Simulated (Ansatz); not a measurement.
**Carrier properties of monolayer TiS2**

Here is the system:

```
CELL_PARAMETERS angstrom
      3.51552     0.00000     0.00000
     -1.75776     3.04453     0.00000
      0.00000     0.00000    18.78370
ATOMIC_POSITIONS crystal
  Ti 0.00000 0.00000 0.50000
  S  0.33333 0.66667 0.57329
  S  0.66667 0.33333 0.42671
```

Level of theory: PBE with spin-orbit coupling, rigid bands (plane waves, PAW; Ansatz, a program for electronic structure). Condition of this run: biaxial strain +3 % with spin-orbit coupling. How the cell was made: cell and atoms relaxed with PBE, then loaded as said.

The band gap is 0.33 eV. The hole conductivity mass (300 K, dilute) is 0.171 mₑ and the effective density of states N_v (300 K) is 1.8e12 cm⁻². The Seebeck coefficient, p-type 1.9e12 cm⁻², 300 K is 186 μV/K.

Rigid bands; masses and Seebeck coefficients take one relaxation time τ for all states and one kind of carrier; polarons and phonon drag are left out.
